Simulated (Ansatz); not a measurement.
# CdSe, pressure series

Take CdSe in the wurtzite structure (space group P6_3mc, No. 186; a = 4.383 Å, c = 7.155 Å) as the base.

Cell and atoms are relaxed at each pressure.

Level of theory: PBE (Ansatz, an electronic-structure program, PAW, scalar-relativistic without spin-orbit coupling), earlier PAW set.

```tsv
pressure (GPa)	band gap (eV)
-2	0.43
-1	0.49
0	0.54
0.3	?
0.7	0.57
1.5	0.61
3	0.67
5	0.73
10	0.87
```

Question: Fit E_g = E₀ + αP + βP² to the rows shown and predict the withheld row.

Answer: Least squares on the printed values gives E₀ = 0.54 eV, α = 47.8 meV/GPa, β = -1.5 meV/GPa² (largest residual 0.01 eV); this predicts 0.55 eV, and the run gives 0.56 eV, in agreement.

Load acts through the strain it causes; cell and atoms are relaxed under it. No phonon test of stability was made. Measured, CdSe leaves this structure (for rock salt) near 2.72 GPa (temperature not stated; as listed in Datta, Sujoy, Jana, Debnarayan, arXiv (2020)), on rising pressure, with hysteresis.
